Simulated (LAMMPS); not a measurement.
MD from the crystal across the composition of ZnSe (zinc blende) with a share x of Se sites S; each row has its own temperature.

All values are model results, not measurements: classical MD, pair style sw, file CdTeZnSeHgS0.sw, run in LAMMPS.

| x | volume | state | enthalpy | T (K) |
|---|---|---|---|---|
| 0.25 | 22.7424 ± 0.0005 Å³/atom | crystal; no diffusion seen in 30 ps | -2.4404 ± 0.0002 eV/atom | 1300 |
| 0.5 | 22.0294 ± 0.0010 Å³/atom | crystal; no diffusion seen in 30 ps | -2.5243 ± 0.0004 eV/atom | 1330 |
| 0.75 | 21.3229 ± 0.0008 Å³/atom | crystal; no diffusion seen in 30 ps | -2.6148 ± 0.0002 eV/atom | 1360 |

Caution: the random arrangement on this lattice is imposed, and need not be a phase that exists in equilibrium.

Caution: a run this short can hold a crystal over, or a liquid under, the potential's own melting point, which these runs don't give.

States go by the mean squared displacement: a species diffuses where it passes 1.5 Å², still rises and gives D over 1e-6 cm²/s; a crystal has left its structure where atoms lie 0.35 Å off their sites on average or a cubic box changes its shape by 3 %, or the axial ratios of another lie 8 % off the starting cell's, which the potential's own relaxation can also do.

Errors shown are sampling errors alone.
